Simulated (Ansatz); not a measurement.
# Cu (model structure, started from the diamond type, Fd-3m, No. 227, 2 atoms in the cell)

Method: r²SCAN in Ansatz (PAW).

Numerical settings: plane-wave cutoff 560 eV, 20×20×20 k mesh, Fermi–Dirac smearing 0.05 eV, no spin polarisation, scalar-relativistic PAW data made under PBE.

Cell (relaxed at this level):

Space group Fd-3m, origin choice 1 (No. 227); a = b = c = 5.250 Å, α = β = γ = 90.00°

```json
[
 {"atom": "Cu", "site": "8b", "symmetry": "-43m", "x": "0.5000", "y": "0.5000", "z": "0.5000"}
]
```
(The calculation used a cell of 2 atoms; values per cell refer to that cell.)

For Cu (model structure, started from the diamond type, Fd-3m, No. 227, 2 atoms in the cell), the bulk modulus B0 comes out as 65.9 GPa.

Note: the run has no spin polarisation, so it can have missed a magnetic state; the bulk modulus is −V dP/dV from two relaxed cells at ±2 % in volume; the relaxation could raise the start's symmetry but not lower it, so the cell can be a saddle point.

Cost on a shared machine: around 110 core-seconds (rough).

A model structure was made by putting elements into a prototype or built by hand; it is no filed structure, need not be a known phase, and can be a saddle point held by its symmetry.

Ansatz is a program for electronic structure.
